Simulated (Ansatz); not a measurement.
Cubic perovskite CsSnI₃ (cubic high-temperature phase) was calculated with rVV10 (Ansatz, a first-principles code, PAW).

Settings: plane-wave cutoff 520 eV, 6×6×6 k mesh, Fermi–Dirac smearing 0.01 eV, scalar-relativistic PAW data made under PBE.

The cell is scaled about its equilibrium volume:

| V (Å³/atom) | P (GPa) | direct gap at Γ (eV) | smallest gap on the k mesh (eV) |
|---|---|---|---|
| 45.373 | 1.30 | 4.019 | 0.108 |
| 46.338 | 0.82 | 3.983 | 0.203 |
| 47.303 | 0.39 | 3.949 | 0.294 |
| 48.269 | 0.00 | 3.917 | 0.379 |
| 49.234 | -0.35 | 3.887 | 0.459 |
| 50.200 | -0.65 | 3.858 | 0.534 |
| 51.165 | -0.93 | 3.832 | 0.604 |

The fundamental gap (0.38 eV at the equilibrium volume, with added k points) lies elsewhere than Γ–Γ.

Note: the relaxation could not lower the start's symmetry, so the cell can be a saddle point above a distorted one.

Spin–orbit coupling is not included; with these elements it can move the gap by several tenths of an eV or more.
